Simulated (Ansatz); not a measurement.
Consider Pb in the fcc (Cu type) structure (space group Fm-3m, No. 225; a = 4.991 Å).

Calculations: r2SCAN (Ansatz, an electronic-structure program; PAW; 500 eV plane waves; spin-orbit coupling left out).

One change was made to it. Results:

The shortest interatomic distance decreases by 1.340 Å to 2.189 Å; the band gap stays zero.

Q: Name the change that was made.
A. Pb → C
B. Pb → S
C. Pb → Ir

A: A, Pb → C. For comparison, the shortest interatomic distance in the other runs: Pb → S gives 2.830 Å; Pb → Ir gives 2.718 Å.

Whether these cells are dynamically stable was not tested. As relaxed here, C and S are hypothetical phases, not in the database extracts checked. The final runs are not spin-polarised.
